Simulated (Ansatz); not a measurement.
Short convergence ladders for InCu2 (P3m1, 6 atoms in the cell)

```yaml
crystal:
  lattice:
    - [4.46811, 0.00000, 0.00000]
    - [-2.23406, 3.86950, 0.00000]
    - [0.00000, 0.00000, 5.38432]
  atoms:
    - { symbol: In, position: [0.66667, 0.33333, 0.75929] }
    - { symbol: In, position: [0.33333, 0.66667, 0.25000] }
    - { symbol: Cu, position: [0.00000, 0.00000, 0.00000] }
    - { symbol: Cu, position: [0.00000, 0.00000, 0.50000] }
    - { symbol: Cu, position: [0.66667, 0.33333, 0.25000] }
    - { symbol: Cu, position: [0.33333, 0.66667, 0.75000] }
```

Base method: PBEsol, default PAW files made with PBE (plane waves; Ansatz, a program for electronic structure).

Base settings: basis.ecutwfc = 420 eV; kpoints.mp_grid.grid = 9 9 6; hamiltonian.xc = pbesol; hamiltonian.pseudopotentials = {kind: paw} (the program's default PAW files); scf.occupations.method = fermi_dirac; scf.occupations.width = 0.1 eV.

The count of work is k-points × plane waves × bands × iterations; it is no time. Core times come from one kind of shared machine, to one figure; runs under 30 s give none.

**The k-point mesh**

Only quantities that move along the ladder and can be compared are tabulated.

```tsv
kpoints.mp_grid.grid	free energy less the last step's (meV/atom)	pressure (GPa)	largest difference of a force vector from the last step's (eV/Å)	count of work / last
2 2 1	390.13	-3.16	0.060	0.0096
2 2 2	171.48	-5.35	0.027	0.019
3 3 2	59.41	-6.65	0.110	0.032
4 4 3	-13.43	-6.13	0.013	0.043
5 5 4	12.21	-5.80	0.003	0.082
6 6 5	4.14	-5.89	0.003	0.13
9 9 6	-0.40	-5.81	0.000	0.30
14 14 10	0.00	-5.81	0.000	1.0
```

Coarsest kpoints.mp_grid.grid that holds the free energy within 1 meV/atom of the last step, with all finer ones: 9 9 6, at 0.30 of the last step's count of work; the step before is off by 4.1 meV/atom.

Coarsest kpoints.mp_grid.grid that holds the pressure within 0.1 GPa of the last step, with all finer ones: 5 5 4, at 0.082 of the last step's count of work; the step before is off by 0.32 GPa.

Coarsest kpoints.mp_grid.grid that holds the forces within 0.01 eV/Å of the last step, with all finer ones: 5 5 4, at 0.082 of the last step's count of work; the step before is off by 0.013 eV/Å.

**The k-point mesh at a smearing width of 0.02 eV**

In this ladder: scf.occupations.width = 0.02 eV.

Only quantities that move along the ladder and can be compared are tabulated.

| kpoints.mp_grid.grid | free energy less the last step's (meV/atom) | pressure (GPa) | largest difference of a force vector from the last step's (eV/Å) | count of work / last | core time / last (rough) |
|---|---|---|---|---|---|
| 3 3 2 | 69.90 | -7.36 | 0.344 | 0.019 | – |
| 5 5 3 | -6.81 | -5.61 | 0.017 | 0.034 | – |
| 6 6 5 | 3.40 | -5.93 | 0.004 | 0.077 | – |
| 9 9 7 | -1.23 | -5.96 | 0.003 | 0.20 | 0.2 |
| 14 14 10 | -0.61 | -5.86 | 0.003 | 0.59 | 0.6 |
| 17 17 12 | 0.00 | -5.87 | 0.000 | 1.0 | 1 |

Coarsest kpoints.mp_grid.grid that holds the pressure within 0.5 GPa of the last step, with all finer ones: 5 5 3, at 0.034 of the last step's count of work; the step before is off by 1.5 GPa.

Coarsest kpoints.mp_grid.grid that holds the free energy within 5 meV/atom of the last step, with all finer ones: 6 6 5, at 0.077 of the last step's count of work; the step before is off by 6.8 meV/atom.

Coarsest kpoints.mp_grid.grid that holds the forces within 0.01 eV/Å of the last step, with all finer ones: 6 6 5, at 0.077 of the last step's count of work; the step before is off by 0.017 eV/Å.

**The k-point mesh at a smearing width of 0.3 eV**

In this ladder: scf.occupations.width = 0.3 eV.

Only quantities that move along the ladder and can be compared are tabulated.

| kpoints.mp_grid.grid | free energy less the last step's (meV/atom) | pressure (GPa) | largest difference of a force vector from the last step's (eV/Å) | count of work / last | core time / last (rough) |
|---|---|---|---|---|---|
| 3 3 2 | 36.48 | -5.54 | 0.027 | 0.017 | – |
| 5 5 3 | -6.71 | -5.41 | 0.005 | 0.034 | – |
| 6 6 5 | 2.17 | -5.29 | 0.001 | 0.077 | – |
| 9 9 7 | -0.19 | -5.29 | 0.000 | 0.20 | 0.2 |
| 14 14 10 | -0.02 | -5.28 | 0.000 | 0.59 | 0.6 |
| 17 17 12 | 0.00 | -5.28 | 0.000 | 1.0 | 1 |

Coarsest kpoints.mp_grid.grid that holds the forces within 0.02 eV/Å of the last step, with all finer ones: 5 5 3, at 0.034 of the last step's count of work; the step before is off by 0.027 eV/Å.

Coarsest kpoints.mp_grid.grid that holds the free energy within 5 meV/atom of the last step, with all finer ones: 6 6 5, at 0.077 of the last step's count of work; the step before is off by 6.7 meV/atom.

Coarsest kpoints.mp_grid.grid that holds the pressure within 0.2 GPa of the last step, with all finer ones: 5 5 3, at 0.034 of the last step's count of work; the step before is off by 0.26 GPa.

On the base run: the starting cell comes from a database of computed structures (which also holds hypothetical and non-ambient phases and stackings), without a prior relaxation at this level. Its lattice was rescaled by up to half a per cent. One atom was moved a little off its site on purpose. Spin polarisation is off. In the base run, with a pressure of about -6 GPa the cell is away from its equilibrium volume at this level. Ansatz's pressure includes its estimate of the finite-basis (Pulay) stress.

Keys are those of Ansatz 0.2.
